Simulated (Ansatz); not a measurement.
# A self-consistent single point of the (101) slab of TiAl (cut from a parent of space group no. 221; 10 atoms in the cell) with Ansatz

Method: PBEsol, default PAW files made with PBE (plane waves; Ansatz, a first-principles code).

The input file:

Ansatz 0.2 input:
```yaml
crystal:
  lattice:
    - [3.104352, 0.000000, 0.000000]
    - [0.000000, 4.390217, 0.000000]
    - [0.000000, 0.000000, 24.991800]
  atoms:
    - { symbol: Ti, position: [0.000000, 0.750000, 0.320105] }
    - { symbol: Ti, position: [0.000000, 0.250000, 0.410054] }
    - { symbol: Ti, position: [0.000000, 0.750000, 0.500000] }
    - { symbol: Ti, position: [0.000000, 0.250000, 0.589946] }
    - { symbol: Ti, position: [0.000000, 0.750000, 0.679895] }
    - { symbol: Al, position: [0.500000, 0.250000, 0.320105] }
    - { symbol: Al, position: [0.500000, 0.750000, 0.410054] }
    - { symbol: Al, position: [0.500000, 0.250000, 0.500000] }
    - { symbol: Al, position: [0.500000, 0.750000, 0.589946] }
    - { symbol: Al, position: [0.500000, 0.250000, 0.679895] }
basis:
  ecutwfc: 420.0 eV
kpoints:
  mp_grid: { grid: [10, 7, 1] }
hamiltonian:
  xc: pbesol
  pseudopotentials: { kind: paw }
scf:
  occupations: { method: fermi_dirac, width: 0.1 eV }
output:
  forces: true
  eigenvalues: true
  stress: true
```

Output, abridged:

```
WARN ansatz: RAYON_NUM_THREADS=1 ignored (pool sized by the plan → 1); use --threads N
Pseudopotentials: kind: paw
Pseudopotential: Ti, paw, valence charge 12
Pseudopotential: Al, paw, valence charge 3
Crystal: 10 atoms, lattice volume = 340.608 Å³
Basis set: ecut = 420 eV, 6627 PW (Γ), exchange–correlation on 48×60×360 points (8 copies of the dense FFT grid, shifted against one another)
Bands: 48, of which v1, the nominal top of the filled ones, is band 38 counted from 1 (37 counted from 0)
Symmetry: 8 space group operations
Space group: Pmmm (ITA 47), of the structure as read, at distance tolerance 7.0e-5 Å
k-points: 24 of 70
PAW frozen core: Ti, regenerated for the run's functional, and the local potential with it
PAW frozen core: Al, regenerated for the run's functional, and the local potential with it
Initial density: superposition of atomic densities (neutral atoms: chi_scale 0, normalization atom), corrected by the library's trained network
Initial wavefunctions: pseudopotential atomic-orbital guess
Eigensolver: davidson
Functional: x = pbesol(κ = 0.804, μ = 0.12345679012345678), c = pbesol(β = 0.046)
SCF iter   1: F=—  HF=-14992.039497 eV  |F-HF|=—  |Δ(HF+E_count)|=         —  Δρ=5.41e-3  dr2=3.55e-1  ethr=1.77e-3  ⟨swp⟩=7.5  Hψ=5095  notcnv=0
all-band conjugate gradients solve this SCF's bands
preconditioner: auto → LDOS
SCF iter   2: F=—  HF=-14992.015777 eV  |F-HF|=—  |Δ(HF+E_count)|=   2.37e-2  Δρ=1.73e-3  dr2=7.75e-3  ethr=4.73e-4  ⟨swp⟩=2.4  Hψ=1747  notcnv=0
SCF iter   3: F=—  HF=-14992.016936 eV  |F-HF|=—  |Δ(HF+E_count)|=   1.16e-3  Δρ=7.18e-4  dr2=2.86e-3  ethr=1.03e-5  ⟨swp⟩=3.5  Hψ=2660  notcnv=0
SCF iter   4: F=—  HF=-14992.016691 eV  |F-HF|=—  |Δ(HF+E_count)|=   2.45e-4  Δρ=1.49e-4  dr2=5.53e-5  ethr=3.82e-6  ⟨swp⟩=2.2  Hψ=1406  notcnv=0
SCF iter   5: F=—  HF=-14992.016876 eV  |F-HF|=—  |Δ(HF+E_count)|=   1.85e-4  Δρ=4.39e-5  dr2=7.01e-6  ethr=7.37e-8  ⟨swp⟩=3.2  Hψ=2663  notcnv=0
SCF iter   6: F=—  HF=-14992.016879 eV  |F-HF|=—  |Δ(HF+E_count)|=   2.93e-6  Δρ=1.53e-5  dr2=7.70e-7  ethr=9.35e-9  ⟨swp⟩=2.0  Hψ=1787  notcnv=0
SCF iter   7: F=-14992.016879 eV  HF=-14992.016879 eV  |F-HF|=1.28e-8  |Δ(HF+E_count)|=   3.23e-7  Δρ=3.62e-6  dr2=7.50e-8  ethr=1.33e-10  ⟨swp⟩=9.6  Hψ=5272  notcnv=0
SCF 1 converged in 7 iterations: F = -14992.016879 eV  dr2 = 7.50e-8
SCF converged after 7 iterations
Free energy (F): -14992.016879 eV
Harris-Foulkes:  -14992.016879 eV  (|F-HF|=1.28e-8)
Internal energy: -14991.656000 eV  (E = F + TS)
E sigma→0 (E₀):  -14991.836440 eV
Entropy (-TS):   -0.360879 eV (-36.088 meV/atom)
Fermi energy:    3.009359 eV
--- Per-component energies (eV) ---
  E_band       = -1427.445831
  E_kinetic    = 1482.681903
  E_local      = -53010.469593  (includes V_loc(G=0)·N_el)
  E_nonlocal   = 105.851394
  E_hartree    = 25812.062263
  E_xc         = -681.342987
  E_vxc        = -754.182981  (∫ρ·V_xc dr)
  E_paw        = -7390.079327  (= ΣΔE_a)
  E_vpaw       = -875.439676  (= ΣTr[D̂ρ^β])
  E_aug_tail   = 0.000565  (compensation charges beyond the density's cutoff)
  E_ewald      = 18688.847165
  E_core_change = 0.792617  (= ΣΔE_core)
  E_smearing   = -0.360879  (= −TS)
  E_closure    = 0.000000  (closes the sum)
  Σ components = -14992.016879   (vs F -14992.016879, Δ=0.00e0)
--- Forces (eV/Å), atoms counted from 1 ---
  atom   1  Ti    -0.00000000    -0.00000000     0.09090431
  atom   2  Ti    -0.00000000    -0.00000000     0.21522433
  atom   3  Ti     0.00000000    -0.00000000     0.00000000
  atom   4  Ti     0.00000000     0.00000000    -0.21522433
  atom   5  Ti     0.00000000     0.00000000    -0.09090431
  atom   6  Al     0.00000000    -0.00000000    -0.45499508
  atom   7  Al     0.00000000    -0.00000000    -0.09229235
  atom   8  Al    -0.00000000    -0.00000000     0.00000000
  atom   9  Al    -0.00000000     0.00000000     0.09229235
  atom  10  Al    -0.00000000     0.00000000     0.45499508
  max |Σ_I F_I| component: 1.03e-28 eV/Å
--- Stress (GPa, compression-positive) ---
        0.308137      -0.000000      -0.000000
       -0.000000       0.749137      -0.000000
       -0.000000      -0.000000       1.279914
  P = ⅓ Tr σ = 0.7791 GPa (7.791 kbar)
  The stress holds the Pulay correction. Without it, at fixed plane waves, as pw.x and ABINIT print it: P = 0.7645 GPa
--- Band table (eV; the first three rows and the last of 24) ---
  k-point 0: bands = ["-53.6632", "-53.6632", "-53.5219", "-53.4344", "-53.4327", "-30.1876", "-30.1875", "-30.0518", "-30.0503", "-29.9678", "-29.9662", "-29.8467", "-29.8208", "-29.8193", "-29.8167", "-29.8155", "-29.8130", "-29.7916", "-29.7542", [...]
  k-point 1: bands = ["-53.6631", "-53.6631", "-53.5216", "-53.4344", "-53.4330", "-30.1883", "-30.1881", "-30.0537", "-30.0528", "-29.9723", "-29.9676", "-29.8439", "-29.8324", "-29.8161", "-29.8153", "-29.8129", "-29.8053", "-29.7915", "-29.7544", [...]
  k-point 2: bands = ["-53.6628", "-53.6628", "-53.5207", "-53.4344", "-53.4338", "-30.1898", "-30.1896", "-30.0587", "-30.0572", "-29.9786", "-29.9742", "-29.8443", "-29.8336", "-29.8150", "-29.8148", "-29.8125", "-29.7941", "-29.7901", "-29.7549", [...]
  k-point 23: bands = ["-53.6438", "-53.6438", "-53.5001", "-53.4145", "-53.4144", "-30.1687", "-30.1683", "-30.0361", "-30.0343", "-30.0228", "-30.0131", "-30.0131", "-29.9661", "-29.9659", "-29.9538", "-29.9515", "-29.8271", "-29.7948", [...]
```

The run converged in 7 iterations.

The starting cell comes from a database of computed structures (which also holds hypothetical and non-ambient phases and stackings), without a prior relaxation at this level. The slab is cut from that crystal, and its faces are unrelaxed. Its lattice was rescaled in the plane by a random factor within 2.5 % of one. Spin polarisation is off.
